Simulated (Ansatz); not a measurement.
Start from SiC (space group P6_3mc, No. 186; a = 3.0585 Å, c = 10.0120 Å).

The values are results of plane-wave PAW DFT at the LDA level (Ansatz, a first-principles code, 420 eV), scalar-relativistic without spin-orbit coupling, not measurements.

Before the change:

The lattice parameter a is 3.058 Å and the smallest direct gap comes out as 3.31 eV.

One thing is altered: a hydrostatic pressure of 0.9 GPa.

Problem. Predict the new lattice parameter a and smallest direct gap.

Solution. The lattice parameter a decreases by 0.0039 Å, from 3.058 Å to 3.055 Å; the smallest direct gap stays 3.31 eV.

Load acts through the strain it causes; cell and atoms are relaxed under it. Gaps are Kohn–Sham eigenvalue differences; semilocal functionals usually give less than the measured gap. No phonon test of stability was made.
